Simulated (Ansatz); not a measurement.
Model glasses of amorphous HfO2, 56 to 61 atoms (Hf18O36 before any change). Each row is one cell at a composition chosen by hand, melted whole on the CHGNet potential with the anions pushed apart under 1.9 Å, quenched within some picoseconds, far faster than a real film, and relaxed with PBE, scalar-relativistic without spin-orbit coupling (plane waves to 420 eV, PAW; Ansatz, an electronic-structure program). Each is the lower in DFT energy of 2 quenches. Cycles of charging and discharging were tried on the cells ahead of these points, and a cell that came back lower was taken. The column on the box says what of it was relaxed with the atoms; held means as the quench left it. Cells that kept moments or hold spare charge are left out.

Formal charges balance in every cell, with the guest at the charge named. Neighbours are the O atoms within a cut-off of 1.2 times the sum of covalent radii (1.1 times for Nb, Y); the radius is Shannon's ionic radius for that charge at the coordination found, taken on a straight line between listed coordinations where the table lacks it, averaged where a cell holds several guest atoms. The coordination is that of the cell taken. The cells ran without spin polarisation.

```tsv
guest	change of the cell	box	cut-off (Å)	O neighbours	ionic radius (Å)	mean guest-O distance (Å)
P5+	+5 O, +2 P	volume and shape	2.08	4, 4	0.17	1.55
Al3+	+2 Al, +3 O	shape	2.24	5, 5	0.48	1.87
Ga3+	+2 Ga, +3 O	shape	2.26	5, 5	0.55	1.95
Nb5+	+2 Nb, +5 O	shape	2.53	6, 6	0.64	2.00
Ag1+	+2 Ag, +1 O	shape	2.53	2, 3	0.75	withheld
Y3+	+3 O, +2 Y	shape	2.82	7, 7	0.96	2.35
Sr2+	+1 O, +1 Sr	volume and shape	3.13	7	1.21	2.66
```

### Question
Fit a straight line of the last column on the one before it through the 6 full rows, and predict the withheld value for Ag1+.

### Answer
Means: x = 0.668, y = 2.063. Slope = Σ(Δx Δy) / Σ(Δx²) = 0.7142 / 0.6771 = 1.055; intercept = 2.063 − (1.055) × 0.668 = 1.358 Å; r.m.s. residual 0.020 Å. Prediction: 1.358 + (1.055) × 0.75 = 2.15 Å. The run gave 2.25 Å, a miss of 0.10 Å, more than twice the residual.

### Question
What would hard spheres give for this line?

### Answer
A slope of 1 and an intercept at the radius of O2−, 1.35 Å for two neighbours to 1.40 Å for six in Shannon's table; the fit has 1.055 and 1.358 Å.
